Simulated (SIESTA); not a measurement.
SIESTA 5.4.2, DFT, PBE, numerical atomic orbitals DZP, PseudoDojo PBE standard norm-conserving (rewritten from UPF to PSML): a series of growing systems, each on 24 ranks. The k mesh and basis are held over the series and aren't claimed converged, least of all for the small cells.

```yaml
task: scf
k mesh: 2×2×2
PAO.BasisSize: DZP
PAO.EnergyShift: 0.01 Ry
MeshCutoff: 300 Ry
ElectronicTemperature: 1000 K
MaxSCFIterations: 200
SCF.Mixer.Method: Pulay
SCF.Mixer.Weight: 0.1
SCF.Mixer.History: 6
SCF.DM.Tolerance: 0.0001
Diag.ParallelOverK: false
SolutionMethod: diagon (default)
Diag.Algorithm: Divide-and-Conquer (default)
SCF.Mix: Hamiltonian (default)
SCF.H.Tolerance: 0.001 eV (default)
SCF.Mixer.Variant: stable (default)
```

Hardware: AMD EPYC (Zen 5), 96 cores on 1 socket, no SMT, 12 L3 cache groups.

Each time is the median wall time of two to five repeats, run one at a time on the otherwise empty machine; start-up is included. Processes are pinned to neighbouring cores unless said otherwise. Build: conda-forge: Open MPI, OpenBLAS, ScaLAPACK, ELSI, no OpenMP. Other compilers and libraries give other times. Scratch files lie in a memory file system.

Measured:

| system | basis orbitals | electrons | real-space mesh | SCF iterations | wall time | peak memory |
|---|---|---|---|---|---|---|
| bcc W, atoms displaced, 4 atoms | 76 | 56 | 48×48×24 | 12 | 2.15 s | 2.9 GiB |
| bcc W, atoms displaced (W8), 8 atoms | 152 | 112 | 48×48×48 | 11 | 2.86 s | 3.0 GiB |
| bcc W, atoms displaced (W12), 12 atoms | 228 | 168 | 72×48×48 | 13 | 4.44 s | 3.2 GiB |
| bcc W, atoms displaced (W18), 18 atoms | 342 | 252 | 72×72×48 | 13 | 5.97 s | 3.4 GiB |

Still to run:

| system | basis orbitals | electrons | real-space mesh |
|---|---|---|---|
| bcc W, atoms displaced (W27), 27 atoms | 513 | 378 | 72×72×72 |
| bcc W, atoms displaced (W36), 36 atoms | 684 | 504 | 96×72×72 |

Problem. Estimate time and memory of the remaining systems.

Solution. The two largest measured give a power of ln(5.97/4.44) / ln(18/12) = 0.73 in the count of atoms; the table sets what it predicts beside the runs.

```tsv
system	time by that power	SCF iterations	wall time	peak memory
bcc W, atoms displaced (W27), 27 atoms	8.0 s	13	9.60 s	3.7 GiB
bcc W, atoms displaced (W36), 36 atoms	9.9 s	14	14.7 s	3.8 GiB
```

From the smallest system to the largest the time grows as the power 0.9 of the count of atoms; from step to step the powers are 0.4, 1.1, 0.7, 1.2, 1.5. In the smallest, launch, exit and the like take 0.58 s of the 2.2 s.
